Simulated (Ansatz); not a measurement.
## diamond-structure Si (Fd-3m) under uniaxial stress along [111]

Cell and atoms are relaxed with r2SCAN to each stress (compression positive); bands and masses by r2SCAN with spin-orbit coupling, rigid bands (plane waves, PAW; Ansatz, a quantum-chemistry and plane-wave program). Strains are changes of length against the unloaded cell.

Space group Fd-3m, origin choice 1 (No. 227); a = b = c = 5.4442 Å, α = β = γ = 90.00°

```csv
atom,site,symmetry,x,y,z
Si,8b,-43m,0.5000,0.5000,0.5000
```
(The calculation used a cell of 2 atoms; values per cell refer to that cell.)

```tsv
stress (GPa)	strain [111] (%)	strain [1−10] (%)	gap (eV)	mean mₑ*
-2.00	1.06	-0.18	0.725	0.29
-1.00	0.53	-0.09	0.742	0.28
0	0	0	0.756	0.28
1.00	-0.52	0.09	0.719	0.28
2.00	-1.03	0.18	0.673	0.29
```

[111] is the direction of the load; [11−2] strains as [1−10]. Masses are conductivity masses at 300 K in electron masses, harmonic means over x, y and z.

Task: From the two loads next to zero, find the Young modulus and the ratio of transverse to axial strain.

Result: Between -1.00 and 1.00 GPa the strain along [111] changes by -1.05 % and that along [1−10] by 0.18 %. The modulus is 2.00/0.0105 = 190 GPa and the ratio of the strains 0.17 (r2SCAN, atoms relaxed).

Task: How fast does the gap move on either side of zero load?

Result: Under tension, (0.725 − 0.756) eV over -2.00 GPa = 16 meV/GPa, or about -2.9 eV per unit strain; under compression, (0.673 − 0.756) eV over 2.00 GPa = -41 meV/GPa, or about 8.1 eV per unit strain. The two slopes part by 57 meV/GPa; gaps are resolved to about 0.01 eV, which allows 10 meV/GPa, so they differ, even in sign: the gap has a turning point near zero load.

Masses are those of dilute carriers in rigid bands with one relaxation time, without polarons. Third decimals of gaps are kept for the arithmetic. Every relaxation keeps the diamond-structure phase (space group R-3m under this load), so a transition, a distortion that breaks the symmetry or fracture can't show.
